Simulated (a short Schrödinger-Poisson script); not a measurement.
Symmetric double-gate stack, SiO2 on p-type GaN

Structure: symmetric double-gate stack, SiO2 on p-type GaN, at 300 K.

| layer | material | thickness (nm) | Na (cm⁻³) |
|---|---|---|---|
| 1 | SiO2 | 1.7 | - |
| 2 | GaN | 10 | 3e15 |
| 3 | SiO2 | 1.7 | - |

Constants are typed, rounded textbook-type inputs, not results; the design itself was drawn at random and stands for no fabricated device. SiO2: permittivity 3.9, conduction-band edge (eV) 3.2, gap (eV) 9, electron mass (mₑ) 0.5. GaN: permittivity 9.5, conduction-band edge (eV) 0, gap (eV) 3.43, Nv at 300 K (cm⁻³) 4.6e19.

Channel valleys (confinement mass, in-plane density-of-states mass, number): Γ 0.2, 0.2, 1. At the gates, both at one voltage, the conduction-band edge of layer 1 lies 3.48 eV − eVg above the Fermi level of the channel. Gaps are held at their typed values at every temperature. Mesh 0.03 nm at interfaces.

From a short Schrödinger-Poisson script (our own, NumPy): 1D Poisson equation in equilibrium, electrons quantum, Hartree (BenDaniel-Duke, 12 states a valley, the channel's in-plane mass for all, wave functions ending at the dielectric), parabolic valleys, classical holes, full ionisation, no traps, pinning or gate leakage.

```csv
Vg (V),electrons (cm⁻²),C (μF/cm²),Γ E0 (meV),Γ E1 (meV)
0,2.29e7,< 0.003,299.0,355.4
0.05,1.58e8,< 0.003,249.0,305.4
0.1,1.09e9,0.00688,199.1,255.4
0.15,7.42e9,0.0459,149.5,205.8
0.2,4.62e10,0.258,102.1,158.2
0.25,2.06e11,0.824,62.7,117.9
0.3,5.54e11,1.38,35.7,89.0
0.35,1.04e12,1.72,17.5,68.3
0.4,1.61e12,1.92,4.1,52.2
0.45,2.23e12,2.06,-6.5,38.9
0.5,2.89e12,2.17,-15.3,27.5
0.55,3.58e12,2.25,-22.9,17.4
0.6,4.29e12,2.32,-29.7,8.3
0.65,5.03e12,2.38,-35.8,0.0
0.7,5.78e12,2.43,-41.4,-7.7
0.75,6.54e12,2.47,-46.7,-15.0
0.8,7.32e12,2.51,-51.7,-21.8
0.85,8.10e12,2.54,-56.6,-28.3
0.9,8.90e12,2.57,-61.3,-34.6
0.95,9.70e12,2.59,-65.8,-40.7
1,1.05e13,2.61,-70.3,-46.5
```

Subbands count from the Fermi level. The capacitance is that of both gates.

In real p-type GaN the Mg acceptor is only partly ionised, and so wide a gap doesn't supply an inversion layer without source and drain.
